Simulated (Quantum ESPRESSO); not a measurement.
Troubleshooting Quantum ESPRESSO: a failed run on BaNiS2 (P4/nmm, 8 atoms in the cell). The aim is a self-consistent single point with DFT, LDA (PZ), plane waves, PSlibrary ultrasoft (LDA) pseudopotentials.

Input:

```fortran
&control
    calculation = 'scf',
    prefix = 'run',
    outdir = './work',
    pseudo_dir = './',
    verbosity = 'high',
    tprnfor = .true.,
    tstres = .true.,
/
&system
    ibrav = 0,
    nat = 8,
    ntyp = 3,
    ecutwfc = 50,
    ecutrho = 300,
    occupations = 'smearing',
    smearing = 'marzari-vanderbilt',
    degauss = 0.019992,
/
&electrons
    conv_thr = 1.0d-9,
    mixing_beta = 0.7,
/
ATOMIC_SPECIES
Ba   137.3270  Ba.pz-spn-rrkjus_psl.1.0.0.UPF
Ni    58.6934  Ni.pz-n-rrkjus_psl.1.0.0.UPF
S     32.0600  S.pz-n-rrkjus_psl.1.0.0.UPF
ATOMIC_POSITIONS angstrom
Ba    0.00000000    2.21045500    1.77513325
Ba    2.21045500    0.00000000    7.19743675
Ni    2.21045500    0.00000000    3.72298847
Ni    0.00000000    2.21045500    5.24958153
S     2.21045500    2.21045500    4.48628500
S     0.00000000    0.00000000    4.48628500
S     2.21045500    0.00000000    1.41443593
S     0.00000000    2.21045500    7.55813406
K_POINTS automatic
4 4 2  0 0 0
CELL_PARAMETERS angstrom
   4.42091000     0.00000000     0.00000000
   0.00000000     4.42091000     0.00000000
   0.00000000     0.00000000     8.97257000
```

Output (repeated stretches shortened):

```
     This program is part of the open-source Quantum ESPRESSO suite
     for quantum simulation of materials; please cite

 %%%%%%%%%%%%%%%%%%%%%%%%%%%%%%%%%%%%%%%%%%%%%%%%%%%%%%%%%%%%%%%%%%%%%%%%%%%%%%
     Error in routine  read_namelists (1):
      bad line in namelist &control: "    tstres = .true.," (error could be in the previous line)
 %%%%%%%%%%%%%%%%%%%%%%%%%%%%%%%%%%%%%%%%%%%%%%%%%%%%%%%%%%%%%%%%%%%%%%%%%%%%%%

     stopping ...
```

Q: Read the log: what does the program object to, and what is the fix?

A: The fault is a keyword that the program does not know. The program does not know a key of this name. To fix it, use the program's own name for the key. The program stopped before any SCF iteration.

The sound input it was made from differs as follows (other fixes are possible):
```diff
-    tstres = .true.,
+    tstress = .true.,
```

With that input, the run converged in 36 iterations: free energy E − TS -5589.7496 eV; Fermi level (on the code's own zero) 8.32 eV; pressure -5.91 GPa; largest force (vector length) 0.324 eV/Å (DFT, LDA (PZ), plane waves, PSlibrary ultrasoft (LDA) pseudopotentials).

On the sound input: the starting cell comes from a database of computed structures (which also holds hypothetical and non-ambient phases and stackings), without a prior relaxation at this level. Spin polarisation is off, so a magnetic state, if there is one, cannot be reached. With a pressure of about -6 GPa the cell is away from its equilibrium volume at this level. Without a gap this mesh is coarse (it stands for a supercell whose shortest vector is 18 Å).
